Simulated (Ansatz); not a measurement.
### Question
Name crystals whose resistivity at 300 K lies between 14.1 and 22 μΩ·cm and whose mean free path at 300 K lies between 6.9 and 10.7 nm, by PBEsol, DFPT electron-phonon coupling, linearised Boltzmann equation in Ansatz (a program for electronic structure).

### Answer
Many crystals can fit; among those computed here:
- LaTl₃ (Pm-3m): 20 μΩ·cm, 7.2 nm
- YTl₃ (Pm-3m): 15.7 μΩ·cm, 7.9 nm
- YRh3B (Pm-3m): 21 μΩ·cm, 7.2 nm
- LaSe (Fm-3m): 17.9 μΩ·cm, 7.1 nm
- IrSn2 (Fm-3m): 16.3 μΩ·cm, 8.1 nm

Metals; harmonic phonons alone scatter; means over directions. The mean free path is weighted by the current that each state carries. Halving the electron mesh moves these values by up to 9 %; q meshes are mostly untested. Some of the runs warned that the eigensolver left states short of its tolerance. Spin-orbit coupling is left out.

Formula and space group known from diffraction (Crystallography Open Database), not checked to be the room-temperature form: IrSn2 (Fm-3m), LaSe (Fm-3m), LaTl3 (Pm-3m), YRh3B (Pm-3m), YTl3 (Pm-3m). The missing spin-orbit coupling matters most for IrSn2 (Fm-3m), LaTl3 (Pm-3m), YTl3 (Pm-3m).
